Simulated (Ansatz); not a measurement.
We consider rutile MgH₂, described by LDA (Ansatz, a first-principles code, plane waves, PAW).

Numerical settings: plane-wave cutoff 520 eV, 8×8×12 k mesh (along the axes of the cell as run), Fermi–Dirac smearing 0.01 eV, scalar-relativistic PAW data made under PBE.

The volume scan:

```tsv
V (Å³/atom)	E − E_lowest (meV/atom)
9.329	2.73
9.523	0.66
9.717	0.00
9.912	0.63
10.106	2.43
```

Task: Fit the third-order Birch–Murnaghan equation and give B0 and B′.

Result: V0 = 9.717 Å³/atom, B0 = 53.1 GPa, B′ = 3.5 (fit to the energies at full precision).

Shape and atoms are relaxed at each volume.

Measured, for comparison: bulk modulus 49 ± 2 GPa (room temperature, not corrected to a static lattice, measured on MgD2; as tabulated in abstract on rutile-type MgD2 by neutron diffraction to 9.3 GPa, listed at scite); equilibrium volume per atom 10.27 Å³/atom (temperature not stated, not corrected to a static lattice; as tabulated in Ellinger et al., J. Am. Chem. Soc. 77, 2647 (1955) (COD 4124639)). Computed (rounded) less measured: bulk modulus +8 %, equilibrium volume per atom -5.4 %. A static lattice is as a rule a little smaller and stiffer than an uncorrected measurement, which can account for part of this.

Note: the bulk modulus comes from volumes at which shape and atoms were relaxed.
